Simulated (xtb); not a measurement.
xtb 6.7.1, GFN2-xTB: Hf(Br)3(amdMe) (CC1[N](C)[Hf]([Br])([Br])([Br])<-[N]=1C), 19 atoms. The geometry is a generated start, not checked to be a minimum at this level.

```json
{
  "run_flags": "--grad",
  "method": "GFN2-xTB",
  "--acc": "1 (default)",
  "--etemp (K)": "300 (default)",
  "basis_functions": "73",
  "valence_electrons": "60"
}
```

```xyz
19

Hf    -0.5776     1.9990     0.4479
Br     0.7601     4.0904     0.0587
Br    -0.5938     2.0100     2.9560
Br    -2.7924     2.8783    -0.3436
C      0.5510    -1.8099    -0.3912
C      0.1099    -0.3998    -0.1522
N     -1.0945    -0.0601     0.2819
C     -2.0996    -1.0414     0.6426
N      0.8811     0.6635    -0.3771
C      2.2327     0.5194    -0.8895
H      1.6163    -1.9159    -0.2034
H      0.3584    -2.0740    -1.4315
H      0.0049    -2.4980     0.2478
H     -3.0249    -0.5038     0.8600
H     -2.2900    -1.7461    -0.1728
H     -1.8061    -1.6022     1.5371
H      2.6393     1.5180    -1.0582
H      2.8804     0.0001    -0.1750
H      2.2450    -0.0273    -1.8377
```

Charge 0 and multiplicity 1 are set for this test and not shown to be the ground state.

One run each on 1 thread. Values of broydamp tried: 0.02, 0.05, 0.1, 0.2, 0.4 (default), 0.6, 0.8, 1.

### Question
Predict the course of the SCC iterations along this series.

### Answer
Fewest SCC iterations: 0.4 (default) with 18. The count rises to 30 at 0.02. All converge to one solution.

| broydamp | SCC iterations | end |
|---|---|---|
| 0.02 | 30 | same solution |
| 0.05 | 25 | same solution |
| 0.1 | 23 | same solution |
| 0.2 | 20 | same solution |
| 0.4 (default) | 18 | same solution |
| 0.6 | 20 | same solution |
| 0.8 | 21 | same solution |
| 1 | 24 | same solution |
